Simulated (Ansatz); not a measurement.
The starting structures come from a database of crystals and need not be the phases stable at ambient conditions.

 Where the default PAW files enter, the runs use the earlier of Ansatz's two default sets.

Crystal: ZnAg2SnS4 (I-42m, not sure to be the ambient phase, 8 atoms a cell, 23.7 Å³ an atom, -2 GPa at this level); planes in its conventional cell.

Calculation: r2SCAN (plane waves, PAW; Ansatz, a program for electronic structure).

No gap correction and no spin-orbit coupling; mid-gap values are interpolated between computed energies.

```csv
plane,area of the cell (Å²),mid-gap κ (1/Å),largest κ in the gap (1/Å)
(001),31.1,0.10,0.11
(101),37.3,?,?
```

Question: The slowest decay depends on the direction. Supply the withheld values.

Answer: 
- (101), mid-gap κ (1/Å): 0.07
- (101), largest κ in the gap (1/Å): 0.07
